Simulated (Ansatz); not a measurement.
Data:

```
Hf
1.0
    3.22126     0.00000     0.00000
   -1.61063     2.78970     0.00000
    0.00000     0.00000     5.10459
Hf
2
Direct
  0.66667   0.33333   0.75000
  0.33333   0.66667   0.25000
```

No spin polarisation.

Calculations: PBEsol, PAW, 420 eV (Ansatz, a quantum-chemistry and plane-wave program; no spin-orbit coupling). k-mesh 21×21×12 (Γ-centred); smearing 0.1 eV (Fermi–Dirac).

Question: Estimate the space group.

Answer: P6_3/mmc (No. 194).

Question: What is the computed pressure (mean of the normal stresses, compression positive)?

Answer: -6.1 GPa.

The cells carry an imposed strain or load. Stability against distortions was not tested. All final runs are without spin polarisation. The cell was made from Hf in the hcp (Mg type) structure (space group P6_3/mmc, No. 194) by this change: isotropic strain +2.00 %.
